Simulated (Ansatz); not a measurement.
Base system: TiAu in the CsCl type structure (space group Pm-3m, No. 221; a = 3.218 Å).

Perturbation: cell and atoms relaxed at a pressure of 7.5 GPa.

Levels (all Ansatz, a first-principles code, PAW): PBEsol (420 eV, no spin-orbit coupling); PBEsol+SOC (420 eV, noncollinear with spin-orbit coupling).

The geometry is relaxed with PBEsol.

- PBEsol pressure: 7.5 GPa

With PBEsol+SOC at the same geometry, the pressure shrinks by 1.0 GPa, from 7.5 GPa to 6.5 GPa.

Single points use the geometry relaxed with PBEsol. Differences between runs with and without spin-orbit coupling are approximate. Load acts through the strain it causes; cell and atoms are relaxed under it. Stability against distortions was not tested. Competing high-pressure phases were not computed. The runs without spin-orbit coupling are not spin-polarised. An odd electron count without spin: TiAu.
